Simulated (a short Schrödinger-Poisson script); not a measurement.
# Symmetric double-gate stack, SiO2 on p-type Si(111)

Stack: symmetric double-gate stack, SiO2 on p-type Si(111), at 77 K.

```
layer  material  thickness (nm)  Na (cm⁻³)
-----  --------  --------------  ---------
1          SiO2             2.3          -
2            Si              20       2e16
3          SiO2             2.3          -
```

Constants are typed, rounded textbook-type inputs, not results; the design itself was drawn at random and stands for no fabricated device. SiO2: permittivity 3.9, conduction-band edge (eV) 3.15, gap (eV) 9, electron mass (mₑ) 0.5. Si: permittivity 11.7, conduction-band edge (eV) 0, gap (eV) 1.124, Nv at 300 K (cm⁻³) 3.1e19.

Channel valleys (confinement mass, in-plane density-of-states mass, number): Δ6 0.258, 0.358, 6. At the gates, both at one voltage, the conduction-band edge of layer 1 lies 3.32 eV − eVg above the Fermi level of the channel. Gaps are held at their typed values at every temperature. Mesh 0.03 nm at interfaces.

From a short Schrödinger-Poisson script (our own, NumPy): 1D Poisson equation in equilibrium, electrons quantum, Hartree (BenDaniel-Duke, 12 states a valley, the channel's in-plane mass for all, wave functions free to enter the dielectric), parabolic valleys, classical holes, full ionisation, no traps, pinning or gate leakage.

| Vg (V) | electrons (cm⁻²) | C (μF/cm²) | Δ6 E0 (meV) | Δ6 E1 (meV) |
|---|---|---|---|---|
| 0.15 | 5.72e10 | 0.785 | 32.3 | 41.9 |
| 0.3 | 1.63e12 | 2.03 | 11.5 | 14.6 |
| 0.45 | 3.65e12 | 2.26 | 6.4 | 7.6 |
| 0.6 | 5.82e12 | 2.36 | 2.9 | 3.5 |
| 0.75 | 8.06e12 | 2.43 | 0.1 | 0.4 |
| 0.9 | 1.04e13 | 2.48 | -2.2 | -2.0 |
| 1.05 | 1.27e13 | 2.52 | -4.3 | -4.2 |
| 1.2 | 1.51e13 | 2.55 | -6.2 | -6.1 |
| 1.35 | 1.75e13 | 2.57 | -8.0 | -7.9 |
| 1.5 | 1.99e13 | 2.59 | -9.7 | -9.7 |
| 1.65 | 2.23e13 | 2.61 | -11.3 | -11.3 |
| 1.8 | 2.48e13 | 2.62 | -12.9 | -12.9 |
| 1.95 | 2.72e13 | 2.63 | -14.5 | -14.4 |
| 2.1 | 2.97e13 | 2.65 | -16.0 | -16.0 |
| 2.25 | 3.22e13 | 2.66 | -17.5 | -17.5 |
| 2.4 | 3.47e13 | 2.67 | -18.9 | -18.9 |

Gate voltages with under 1e6 electrons/cm² are left out.

Subbands count from the Fermi level. The capacitance is that of both gates.
